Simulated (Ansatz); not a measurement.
Al2Cu: pressure series

The reference is Al₂Cu (space group I4/mcm, No. 140; a = 6.060 Å, c = 4.875 Å).

Cell and atoms are relaxed at each pressure.

Computed with PBE, PAW, 420 eV (Ansatz, an electronic-structure program; without spin-orbit coupling).

Two rows of this table had their results exchanged by mistake.

```
pressure           volume per atom (Å³)  shortest distance (Å)  band gap
-----------------  --------------------  ---------------------  --------
pressure −2 GPa                   15.23                  2.456      zero
pressure −1 GPa                   15.07                  2.446      zero
pressure 0.9 GPa                  14.78                  2.430      zero
pressure 2.1 GPa                  13.82                  2.372      zero
pressure 4.5 GPa                  14.31                  2.402      zero
pressure 9 GPa                    14.62                  2.420      zero
pressure 15 GPa                   13.28                  2.339      zero
pressure 22.5 GPa                 12.73                  2.305      zero
pressure 30 GPa                   12.28                  2.277      zero
```

Problem. Which two?

Solution. The rows for pressure 2.1 GPa and pressure 9 GPa: the volume has to fall steadily with pressure, so 14.62 Å³ belongs to pressure 2.1 GPa and 13.82 Å³ to pressure 9 GPa.

Load acts through the strain it causes; cell and atoms are relaxed under it. Whether these cells are dynamically stable was not tested. No other phases were tried under pressure. The final runs are not spin-polarised.
